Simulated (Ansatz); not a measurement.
Structures of equal composition on the (111)A surface of 3C silicon carbide (Si plane on top): (√3x√3)R30° Au adatom at H3; (√3x√3)R30° Au adatom at T4. The slabs share one bottom face, and each structure is named by its start. These are constructed structures in small cells; real faces may alloy, dewet or reconstruct in larger ones, and not all known structures of the face are among them. Slabs of about 10 Å with all that they carry, Fermi-Dirac smearing of 0.025 eV. Bottom of the slabs: H caps. Relaxed from the named starts with such symmetry as they have, on meshes of like density; energies extrapolated to zero smearing; no spin-orbit coupling, no U. Spin-polarised runs, if any, are marked in brackets, and their order is one that fits the cell; the others ran without spin. Where a second, spin-polarised start was run, the lower counts.

Host crystal: 3C silicon carbide, with a band gap (PBE, scalar-relativistic without spin-orbit coupling).

Computed with r2SCAN, at the PBE geometry (plane waves to 500 eV, PAW; Ansatz, a program for electronic structure).

Question: Order them by energy per 1x1 cell (lowest first) at the level r2SCAN, at the PBE geometry.

Answer: (√3x√3)R30° Au adatom at H3 (0.000 eV, no gap over 0.04 eV on the mesh), (√3x√3)R30° Au adatom at T4 (0.047 eV, no gap over 0.04 eV on the mesh)
